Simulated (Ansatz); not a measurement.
## Hypothetical diamond W, pressure series

Start from W in the diamond structure (space group Fd-3m, No. 227; a hypothetical phase, not in the database extracts checked).

```yaml
crystal:
  lattice:
    - [0.00000, 2.87772, 2.87772]
    - [2.87772, 0.00000, 2.87772]
    - [2.87772, 2.87772, 0.00000]
  atoms:
    - { symbol: W, position: [0.25000, 0.25000, 0.25000] }
    - { symbol: W, position: [0.00000, 0.00000, 0.00000] }
```

Cell and atoms are relaxed at each pressure.

All numbers come from Ansatz (a first-principles code) PBEsol, spin-orbit coupling left out.

```json
[
 {"pressure (GPa)": "-2", "volume per atom (Å³/atom)": "24.216"},
 {"pressure (GPa)": "-1", "volume per atom (Å³/atom)": "24.021"},
 {"pressure (GPa)": "0", "volume per atom (Å³/atom)": "23.831"},
 {"pressure (GPa)": "0.3", "volume per atom (Å³/atom)": "23.776"},
 {"pressure (GPa)": "0.7", "volume per atom (Å³/atom)": "?"},
 {"pressure (GPa)": "1.5", "volume per atom (Å³/atom)": "23.563"},
 {"pressure (GPa)": "3", "volume per atom (Å³/atom)": "23.308"},
 {"pressure (GPa)": "5", "volume per atom (Å³/atom)": "22.988"},
 {"pressure (GPa)": "7.5", "volume per atom (Å³/atom)": "22.616"}
]
```

Q: Fit the third-order Birch–Murnaghan form P(V) = (3B₀/2)[(V₀/V)^(7/3) − (V₀/V)^(5/3)]·[1 + (3/4)(B₀′ − 4)((V₀/V)^(2/3) − 1)] (squares taken in P) to the rows shown and predict the withheld row.

A: Least squares on the printed values gives V₀ = 23.832 Å³/atom, B₀ = 129 GPa, B₀′ = 4.0; this predicts 23.704 Å³/atom, and the run gives 23.704 Å³/atom, in agreement.

Load acts through the strain it causes; cell and atoms are relaxed under it. No phonon test of stability was made. No other phases were tried under pressure. All final runs are without spin polarisation.
